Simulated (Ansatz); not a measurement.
Consider Mg-vacancy pair (Mg on one host Hf site, one Hf site vacant) in monoclinic HfO2, charge state -6. Method: PBE, PAW (plane waves to 420 eV; Ansatz, an electronic-structure program).

96-site cell at the relaxed PBE lattice, the Γ point alone, smearing 0.01 eV, spin-restricted, no finite-size correction. Energies are static. Spin-orbit coupling is left out. The charge state is imposed; whether it is stable for some Fermi level was not computed. Forms of the defect that were not tried may lie lower. The start lies 0.064 eV above the lowest site run (PBE).

Barriers: single points on a 2×2×2 k-point mesh shifted by half a step at the bands' geometries.

The step: Mg and the vacancy change places (Mg-vacancy distance between ideal sites 3.44 Å throughout). Atoms about the jump, Cartesian Å from the middle of the jump, before and after:

```json
[
 {"atom": "Mg1", "x0": "-0.25", "y0": "1.08", "z0": "1.18", "x1": "0.25", "y1": "-1.08", "z1": "-1.18"},
 {"atom": "O2", "x0": "-0.90", "y0": "0.67", "z0": "-0.67", "x1": "-0.80", "y1": "0.54", "z1": "-0.85"},
 {"atom": "O3", "x0": "-1.34", "y0": "-0.41", "z0": "2.13", "x1": "-1.39", "y1": "-0.49", "z1": "2.16"},
 {"atom": "O4", "x0": "1.57", "y0": "0.12", "z0": "0.59", "x1": "1.67", "y1": "-0.08", "z1": "0.35"},
 {"atom": "O5", "x0": "0.99", "y0": "-2.62", "z0": "0.37", "x1": "0.88", "y1": "-2.55", "z1": "0.25"},
 {"atom": "O6", "x0": "-2.01", "y0": "2.22", "z0": "1.18", "x1": "-2.06", "y1": "2.26", "z1": "1.16"},
 {"atom": "O7", "x0": "1.05", "y0": "0.01", "z0": "3.21", "x1": "1.10", "y1": "0.00", "z1": "3.22"},
 {"atom": "Hf8", "x0": "2.00", "y0": "-1.39", "z0": "1.83", "x1": "1.98", "y1": "-1.34", "z1": "1.83"},
 {"atom": "O9", "x0": "-1.62", "y0": "-2.17", "z0": "-1.51", "x1": "-1.54", "y1": "-2.13", "z1": "-1.50"},
 {"atom": "Hf10", "x0": "-2.54", "y0": "1.53", "z0": "-0.75", "x1": "-2.38", "y1": "1.48", "z1": "-0.66"},
 {"atom": "O11", "x0": "0.92", "y0": "2.75", "z0": "0.22", "x1": "1.03", "y1": "2.84", "z1": "0.16"},
 {"atom": "Hf12", "x0": "2.37", "y0": "1.45", "z0": "-0.73", "x1": "2.36", "y1": "1.49", "z1": "-0.71"},
 {"atom": "O13", "x0": "-3.76", "y0": "0.01", "z0": "0.44", "x1": "-3.74", "y1": "0.01", "z1": "0.44"},
 {"atom": "Hf14", "x0": "-3.04", "y0": "-1.43", "z0": "1.87", "x1": "-3.06", "y1": "-1.43", "z1": "1.89"},
 {"atom": "O15", "x0": "-1.95", "y0": "-3.03", "z0": "1.19", "x1": "-1.97", "y1": "-3.03", "z1": "1.17"},
 {"atom": "O16", "x0": "0.43", "y0": "-2.57", "z0": "2.90", "x1": "0.44", "y1": "-2.57", "z1": "2.87"}
]
```

### Question
Give the saddle-point geometry and the barrier.

### Answer

| atom | x | y | z |
|---|---|---|---|
| Mg1 | -0.29 | -0.03 | 0.50 |
| O2 | -0.94 | 0.72 | -1.06 |
| O3 | -1.33 | -0.56 | 2.04 |
| O4 | 1.64 | 0.04 | 0.51 |
| O5 | 0.94 | -2.54 | 0.38 |
| O6 | -2.07 | 2.19 | 1.09 |
| O7 | 1.07 | -0.01 | 3.21 |
| Hf8 | 2.07 | -1.41 | 1.89 |
| O9 | -1.65 | -2.06 | -1.44 |
| Hf10 | -2.59 | 1.62 | -0.81 |
| O11 | 1.01 | 2.81 | 0.16 |
| Hf12 | 2.40 | 1.50 | -0.74 |
| O13 | -3.74 | 0.00 | 0.41 |
| Hf14 | -3.12 | -1.47 | 1.87 |
| O15 | -1.99 | -3.07 | 1.21 |
| O16 | 0.46 | -2.58 | 2.91 |
It lies 0.89 eV above the start and 0.96 eV above the end. The saddle point's order was not checked.
